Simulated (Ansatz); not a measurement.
The starting structures come from a database of crystals and need not be the phases stable at ambient conditions.

 Where the default PAW files enter, the runs use the earlier of Ansatz's two default sets.

The decay constant κ of evanescent states in the gap governs leakage through a thin film.

Data:

```yaml
crystal:
  lattice:
    - [6.50459, 0.00000, 0.00000]
    - [-3.25230, 5.63314, 0.00000]
    - [3.25230, 1.87771, 5.31098]
  atoms:
    - { symbol: K, position: [0.00000, 0.50000, 0.50000] }
    - { symbol: Rb, position: [0.50000, 0.25000, 0.25000] }
    - { symbol: Rb, position: [0.50000, 0.75000, 0.75000] }
    - { symbol: Sc, position: [0.00000, 0.00000, 0.00000] }
    - { symbol: F, position: [0.00000, 0.77859, 0.22141] }
    - { symbol: F, position: [0.00000, 0.22141, 0.77859] }
    - { symbol: F, position: [0.00000, 0.22141, 0.22141] }
    - { symbol: F, position: [0.00000, 0.77859, 0.77859] }
    - { symbol: F, position: [0.55718, 0.77859, 0.22141] }
    - { symbol: F, position: [0.44282, 0.22141, 0.77859] }
```

Space group of this cell: Fm-3m. The cell is taken as given; by r2SCAN its mean pressure is -2.3 GPa.

Transport runs along the normal of the first two printed cell vectors, the (111) plane of the conventional cell.

The gap is the functional's own, uncorrected, and κ follows it; spin-orbit coupling is left out. Mid-gap values are interpolated between the computed energies.

Question: Estimate the band gap and the smallest decay constant κ at mid-gap that r2SCAN in Ansatz (a program for electronic structure) returns for this system.

Answer: Gap 7.15 eV on a 8×8×8 mesh; κ = 0.558 1/Å, at the zone centre.
